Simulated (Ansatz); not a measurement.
Base system: ZnCu$_{2}$SnS$_{4}$ (space group I-4, No. 82).

```
ZnCu2SnS4
1.0
   -2.70724     2.70724     5.41134
    2.70724    -2.70724     5.41134
    2.70724     2.70724    -5.41134
Cu Zn Sn S
2 1 1 4
Direct
  0.00000   0.00000   0.00000
  0.75000   0.25000   0.50000
  0.25000   0.75000   0.50000
  0.50000   0.50000   0.00000
  0.63529   0.62867   0.52217
  0.10651   0.11312   0.47783
  0.37133   0.89349   0.00661
  0.88688   0.36471   0.99339
```

Computed with r2SCAN, PAW, 500 eV (Ansatz, a quantum-chemistry and plane-wave program; without spin-orbit coupling), earlier PAW set.

Base values:

The electron mass is 0.11 mₑ (at Γ) and the valley order is Γ 0.47 eV; X (0, 0, 1/2) 0.85 eV.

Modification: the cell is scaled by 1.0071 in all directions, atoms relaxed at fixed cell.

**Question.** What does the calculation give for the electron mass, valley order, energy relative to the base and mean gap deformation potential ΔEg/Δln V after the change?

**Answer.** The electron mass changes from 0.11 mₑ (at Γ) to 0.099 mₑ along c, 0.11 mₑ across (at Γ); the valley order (the lowest conduction-band minima on the path, energy above the VBM, named in the base's zone) changes from Γ 0.47 eV; X (0, 0, 1/2) 0.85 eV to Γ 0.41 eV; X (0, 0, 1/2) 0.81 eV; the energy increases by 2.1 meV/atom; the mean gap deformation potential ΔEg/Δln V comes out as -3.0 eV.

The cells carry an imposed strain or load. Effective masses come from finite differences of ±0.01 Å⁻¹. No phonon test of stability was made. All final runs are without spin polarisation.
